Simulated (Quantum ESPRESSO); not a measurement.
Input and output of a self-consistent single point for AlFe (Pm-3m, 2 atoms in the cell) (Quantum ESPRESSO).

Level of theory: PBE, PseudoDojo standard norm-conserving (PBE) pseudopotentials (plane waves; Quantum ESPRESSO).

```xyz
2
Lattice="2.9075 0.0000 0.0000 0.0000 2.9075 0.0000 0.0000 0.0000 2.9075" Properties=species:S:1:pos:R:3 pbc="T T T"
Al     0.0000     0.0000     0.0000
Fe     1.4538     1.4538     1.4538
```
Moments meant for the start (each program seeds them in its own way; μB, in the order of the atoms Al Fe): 0.0 4.0.

Reference input (self-consistent single point, DFT, PBE, plane waves, PseudoDojo standard norm-conserving (PBE) pseudopotentials): ecutwfc = 90 Ry; occupations = smearing; smearing = gaussian; degauss = 0.0073499 Ry; nspin = 2; potentials = {Al: Al.upf, Fe: Fe.upf}; K_POINTS = automatic 11 11 11 0 0 0; conv_thr = 1e-10 Ry; mixing_beta = 0.4. This run's input differs from it in these lines:

```diff
@@ -15,4 +15,4 @@
  occupations = 'smearing'
- smearing = 'gaussian'
- degauss = 0.0073499
+ smearing = 'methfessel-paxton'
+ degauss = 0.0147
  nspin = 2
```

The program printed (abridged):

```
     Self-consistent Calculation

     iteration #  1     ecut=    90.00 Ry     beta= 0.40

     Threshold (ethr) on eigenvalues was too large:
     Diagonalizing with lowered threshold

     total energy              =    -255.31328232 Ry
     estimated scf accuracy    <       0.11229099 Ry

     total magnetization       =     2.28 Bohr mag/cell
     absolute magnetization    =     2.52 Bohr mag/cell

     iteration #  2     ecut=    90.00 Ry     beta= 0.40

     total energy              =    -255.32245077 Ry
     estimated scf accuracy    <       0.05476950 Ry

     total magnetization       =     2.23 Bohr mag/cell
   [... lines left out ...]
     absolute magnetization    =     2.33 Bohr mag/cell

   [... 32 blocks of this kind left out ...]

     iteration # 36     ecut=    90.00 Ry     beta= 0.40

     total energy              =    -255.35251568 Ry
     estimated scf accuracy    <          2.5E-10 Ry

     total magnetization       =     0.73 Bohr mag/cell
     absolute magnetization    =     0.87 Bohr mag/cell

     iteration # 37     ecut=    90.00 Ry     beta= 0.40

     Magnetic moment per site  (integrated on atomic sphere of radius R)
     atom   1 (R=0.357)  charge=  1.3138  magn= -0.0367
     atom   2 (R=0.357)  charge= 14.6135  magn=  0.7852
     End of self-consistent calculation

     Number of k-points >= 100: set verbosity='high' to print the bands.

     the Fermi energy is    13.5710 ev

!    total energy              =    -255.35251568 Ry
     estimated scf accuracy    <          6.2E-11 Ry
     smearing contrib. (-TS)   =      -0.00004473 Ry
     internal energy E=F+TS    =    -255.35247095 Ry

     total magnetization       =     0.73 Bohr mag/cell
     absolute magnetization    =     0.87 Bohr mag/cell

     convergence has been achieved in  37 iterations

     Forces acting on atoms (cartesian axes, Ry/au):

     atom    1 type  1   force =     0.00000000    0.00000000    0.00000000
     atom    2 type  2   force =     0.00000000    0.00000000    0.00000000

     Total force =     0.000000     Total SCF correction =     0.000000

          total   stress  (Ry/bohr**3)                   (kbar)     P=      -58.10
  -0.00039497   0.00000000   0.00000000          -58.10        0.00        0.00
   0.00000000  -0.00039497   0.00000000            0.00      -58.10        0.00
   0.00000000   0.00000000  -0.00039497            0.00        0.00      -58.10

   JOB DONE.
```

The run converged in 37 iterations. Against the reference run the free energy rises by 3.1 meV/atom, the pressure stays at -5.81 GPa and the size of the net moment stays at 0.36 μB/atom.

The starting cell comes from a database of computed structures (which also holds hypothetical and non-ambient phases and stackings), without a prior relaxation at this level. Its lattice was rescaled by a random factor within 2.5 % of one. The moments shrank to a small part of their start, a low-spin state that need not be the lowest. With a pressure of about -6 GPa the cell is away from its equilibrium volume at this level.

Cost on one core of a shared machine: roughly 2 min.
